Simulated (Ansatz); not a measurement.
The parent structure is SrO in the rock salt structure (space group Fm-3m, No. 225; a = 5.1224 Å). Axes: x, y, z lie along the cube axes.

Calculations: PBEsol, PAW, 420 eV (Ansatz, a quantum-chemistry and plane-wave program; without spin-orbit coupling).

For the base:

```
Item                  Result
-------------------  -------
Smallest direct gap  3.26 eV
```

It is then changed as follows: uniaxial strain ε_zz = −3.00 %, all other strain components held at zero, atoms relaxed at fixed cell.

### Question
Estimate the effect on the energy relative to the base.

### Answer
The energy goes up by 9.9 meV/atom.

### Question
Predict the new smallest direct gap.

### Answer
The smallest direct gap decreases by 0.11 eV to 3.15 eV.

Whether these cells are dynamically stable was not tested.
